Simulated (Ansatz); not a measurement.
**TiS2, point defects**

The parent structure is a 12-atom supercell of TiS2 in the CdI2 type structure (space group P-3m1, No. 164; layered, stacked along the Cartesian z axis) at its relaxed geometry.

```
CELL_PARAMETERS angstrom
      6.72099     0.00000     0.00000
     -3.36050     5.82055     0.00000
      3.36050     5.82055     5.52286
ATOMIC_POSITIONS crystal
  Ti 0.00000 0.00000 0.00000
  Ti 0.00000 0.50000 0.00000
  Ti 0.50000 0.00000 0.00000
  Ti 0.50000 0.50000 0.00000
  S  0.90811 0.07478 0.25856
  S  0.90811 0.57478 0.25856
  S  0.40811 0.07478 0.25856
  S  0.40811 0.57478 0.25856
  S  0.59189 0.42522 0.74144
  S  0.59189 0.92522 0.74144
  S  0.09189 0.42522 0.74144
  S  0.09189 0.92522 0.74144
```

One neutral defect a cell, atoms relaxed at fixed cell.

All numbers come from PBE-D3(BJ)/PAW in Ansatz (a quantum-chemistry and plane-wave program), scalar-relativistic without spin-orbit coupling, earlier PAW set.

| change | largest displacement of a host atom from its site in the perfect cell | pressure |
|---|---|---|
| perfect supercell | – | 0.0 GPa |
| H interstitial (started 2.35 Å from the nearest host atom) | 0.08 Å | 1.1 GPa |
| O on a S site, symmetric start | 0.11 Å | -1.8 GPa |
| Ti on a S site (antisite), symmetric start | 0.08 Å | -2.5 GPa |
| Se on a S site | 0.03 Å | 0.9 GPa |
| Ti vacancy | 0.08 Å | ? |

Complete the table.


- Ti vacancy, pressure: -1.3 GPa

In so small a cell the defect repeats every few ångströms: this is an ordered compound, not a dilute defect. Defects with a symmetric start kept the site's symmetry and may sit on a saddle; the others started slightly shaken. The final runs are not spin-polarised.
